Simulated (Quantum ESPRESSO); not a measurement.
# Parameter sweep on Al3Ga (Pm-3m, 4 atoms in the cell)

```xyz
4
Lattice="4.0028 0.0000 0.0000 0.0000 4.0028 0.0000 0.0000 0.0000 4.0028" Properties=species:S:1:pos:R:3 pbc="T T T"
Al     2.0014     2.0014     0.0000
Al     0.0000     2.0014     2.0014
Al     2.0014     0.0000     2.0014
Ga     0.0000     0.0000     0.0000
```

Base run A: PBEsol, PseudoDojo standard norm-conserving (PBESOL) pseudopotentials run with Quantum ESPRESSO 7.5, self-consistent single point.

Its settings: ecutwfc = 80 Ry; occupations = smearing; smearing = cold; degauss = 0.0073499 Ry; potentials = {Al: Al.upf, Ga: Ga.upf}; K_POINTS = automatic 11 11 11 1 1 1; conv_thr = 1e-10 Ry; mixing_beta = 0.4.

The starting cell comes from a database of computed structures (which also holds hypothetical and non-ambient phases and stackings), without a prior relaxation at this level.

ΔF is the free energy per atom less that of run A. 

Run A gave: pressure (GPa) 1.59.

Runs:
- B: lattice scaled by 0.97
- C: lattice scaled by 0.97; ecutwfc: 80 Ry → 48 Ry
- D: lattice scaled by 0.985
- E: lattice scaled by 0.985; ecutwfc: 80 Ry → 48 Ry
- F: lattice scaled by 1.015
- G: lattice scaled by 1.015; ecutwfc: 80 Ry → 48 Ry
- H: lattice scaled by 1.03
- I: lattice scaled by 1.03; ecutwfc: 80 Ry → 48 Ry
- J: ecutwfc: 80 Ry → 48 Ry

### Question
What does run B change against A?

### Answer
The free energy rises by 52.0 meV/atom and the pressure goes from 1.59 to 11.00 GPa.

### Question
What does run E change against A?

### Answer
The free energy goes up by 2.25 eV/atom and the pressure goes from 1.59 to -134.7 GPa.

### Question
What does run J change against A?

### Answer
The free energy rises by 2.23 eV/atom and the pressure goes from 1.59 to -132.6 GPa.

```json
[
 {"run": "A", "ΔF (meV/atom)": "0.00", "pressure (GPa)": "1.59"},
 {"run": "B", "ΔF (meV/atom)": "52.0", "pressure (GPa)": "11.00"},
 {"run": "C", "ΔF (meV/atom)": "2286.3", "pressure (GPa)": "-135.99"},
 {"run": "D", "ΔF (meV/atom)": "16.1", "pressure (GPa)": "5.81"},
 {"run": "E", "ΔF (meV/atom)": "2252.6", "pressure (GPa)": "-134.69"},
 {"run": "F", "ΔF (meV/atom)": "0.67", "pressure (GPa)": "-1.78"},
 {"run": "G", "ΔF (meV/atom)": "2238.7", "pressure (GPa)": "-130.25"},
 {"run": "H", "ΔF (meV/atom)": "15.5", "pressure (GPa)": "-4.45"},
 {"run": "I", "ΔF (meV/atom)": "2254.7", "pressure (GPa)": "-127.43"},
 {"run": "J", "ΔF (meV/atom)": "2234.2", "pressure (GPa)": "-132.57"}
]
```
